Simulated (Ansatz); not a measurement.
# NaI: band gap against pressure

NaI (rock salt, Fm-3m, 34.775 Å³/atom and stress up to 0.01 GPa in the relaxed cell, cube axes along x, y and z) under hydrostatic pressure, with the cell free. PBE in Ansatz, a plane-wave DFT program (PAW, default set), 420 eV, 9×9×9 Γ-centred mesh, Fermi-Dirac smearing 0.05 eV; ions are relaxed, or left where forces stay under 0.02 eV/Å, within the symmetry of each cell. Gaps are the smallest over the k-mesh and a band path, without spin-orbit coupling; in all rows the valence edge lies at Γ and the conduction edge at Γ.

Here P stands for pressure and Eg for gap.

| pressure (GPa) | gap (eV) |
|---|---|
| -1.0 | 3.388 |
| 0.0 | 3.578 |
| 0.3 | 3.627 |
| 0.7 | 3.689 |
| 1.5 | ? |

Question: Fit Eg against P with a straight line, and predict the withheld value at P = 1.5.

Answer: Means: P 0, Eg 3.5705. About the means, the sum of products is 0.28240 and the sum of squares of P is 1.5800; the slope is their ratio. Least squares gives Eg = 3.5705 + 0.17873·P. Residuals (row less fit): -0.0038, 0.0075, 0.0029, -0.0066; standard error 0.0078 (degrees of freedom: 2). Over these rows the gap moves by 179 ± 6 meV per GPa. At the withheld row, Eg = 3.5705 + 0.17873 × 1.5 = 3.8386 eV. The calculation gives 3.801 eV, 0.0376 eV below the prediction (9.1 % of the range of Eg in the table). The row lies outside the fitted rows, so this is an extrapolation. From the scatter of the fitted rows alone, a prediction at this place has a standard error of 0.0128 eV, so the miss is 2.9 times that.

A polynomial of degree 2 through the 5 other runs of the series gives 3.756 there. Other structures, which can take over under pressure, weren't tried. Spin-orbit coupling is left out, which can shift this property for NaI. Rows are the converged runs of the series near zero and its far end, less any whose ions stayed unrelaxed beside relaxed ones; series whose fitted rows scatter by over a few per cent of the range, as at a crossing or softening among them, aren't shown in this form. Most that stay on the fit to the last digits aren't either.
